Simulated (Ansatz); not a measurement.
The parent structure is KBr in the rock salt structure (space group Fm-3m, No. 225; a = 6.705 Å).

Method: PBE in Ansatz (plane waves to 420 eV, PAW, no spin-orbit coupling).

Base values:

Band gap: 4.31 eV
Width of the top valence band: 0.49 eV

It is then changed as follows: cell and atoms relaxed at a pressure of 0.3 GPa.

**Question.** Predict the new band gap and width of the top valence band.

**Answer.** The band gap increases by 0.06 eV, from 4.31 eV to 4.37 eV; the width of the top valence band grows by 0.02 eV (0.49 eV → 0.51 eV).

Load acts through the strain it causes; cell and atoms are relaxed under it. Whether these cells are dynamically stable was not tested.

Ansatz is a first-principles code.
